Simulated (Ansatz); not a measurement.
# InSb, response to strain

Take InSb in the zinc blende structure (space group F-43m, No. 216; a = 6.635 Å) as the base.

Strains are applied to the cell and any free atomic positions relax.

Calculations: PBE, PAW, 420 eV (Ansatz, a quantum-chemistry and plane-wave program; spin-orbit coupling left out).

Notes on the quantities. energy relative to the base: free energy F.

```csv
isotropic strain (%),energy relative to the base (meV/atom)
-3,38.2
-2.5,26.0
-2,?
-1.5,9.0
-1,3.9
0,0.0
0.5,0.9
1.5,8.0
2,14.0
```

Fit ΔE = Aε² + Bε³ (ε in %) to the rows shown and predict the withheld row.

Least squares on the printed values gives A = 3.79 and B = -0.15 meV/atom (largest residual 0.0 meV/atom); this predicts 16.4 meV/atom, and the run gives 16.3 meV/atom, in agreement.

Whether these cells are dynamically stable was not tested. All final runs are without spin polarisation.
